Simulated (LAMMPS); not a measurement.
LAMMPS 22 Jul 2025, classical MD, EAM (NiAlH_jea.eam.alloy): NiAl, 2685 atoms.

```text
units metal
atom_style atomic
read_data unit.data
replicate 14 14 14
pair_style eam/alloy
pair_coeff * * NiAlH_jea.eam.alloy Ni Al
region ball sphere $(lx/2) $(ly/2) $(lz/2) $(lx/2.05) side out units box
delete_atoms region ball
change_box all x delta 0.0 $(lx) y delta 0.0 $(ly) z delta 0.0 $(lz) units box
velocity all create 1600 4928 dist gaussian loop geom
fix 1 all nve
fix 2 all langevin 800 800 0.08 9876 zero yes
timestep 0.002
thermo 100
run 300
reset_timestep 0
write_restart start.rst
```

```text
processors 8 8 1
read_restart start.rst
pair_style eam/alloy
pair_coeff * * NiAlH_jea.eam.alloy Ni Al
neighbor 2.0 bin
neigh_modify every 1 delay 0 check yes
fix 1 all nve
timestep 0.002
thermo_style custom step temp pe etotal press
thermo_modify format float %.10g
thermo 100
group probe id 1:48
dump probe probe custom 1000000 forces.txt id fx fy fz
dump_modify probe sort id format float %.8g
run 5000
```

```bash
# ahead of the timed run: OMP_NUM_THREADS=1 mpirun -np 48 lmp -in in.warm -log none -nocite
OMP_NUM_THREADS=1 mpirun -np 64 lmp -in in.lmp -log log.lammps -nocite
```

Hardware: Arm Neoverse V2, 96 cores on 1 socket, no SMT, 1 L3 cache group.

On 64 ranks this takes 2.3 s. Wall times, medians of two to five repeats, each run alone on the node (launch to exit). Processes are pinned to neighbouring cores unless said otherwise. The times hold for this build (PyPI wheel: MPICH, OPENMP and OPT packages). Scratch files lie in a memory file system. A preparatory run goes ahead and isn't timed.

**Question.** What should be changed to get the same answer (within 1.0 meV/atom in energy, 10 meV/Å in forces on 48 atoms, 0.20 meV an atom in drift of the total energy) sooner? Keep to 64 cores.

**Answer.** One answer among several that fit: going from processors = 8 8 1 to processors = 64 1 1, the fastest among the values tried that keep the result.

```diff
-processors 8 8 1
+processors 64 1 1
```

Time: 2.3 s to 1.4 s (1.6× as fast). The largest move is in other (Other): 1.2 s to 0.55 s. The slowest rank's pair time is 2.92 times the mean in the first run and 2.03 times in the second; the others wait. What the program resolved moves too: grid of ranks from 8 by 8 by 1 to 64 by 1 by 1. Neighbour list builds go from 147 to 149. These two results differ by: energy equal as printed, forces on 48 atoms equal as printed, drift of the total energy 0.0015 meV an atom. Others tried: processors = 1 1 64 (1.6 s); processors = * * 1 (2.3 s); processors = * * * (default) (2.5 s); processors = 4 4 4 (2.5 s).
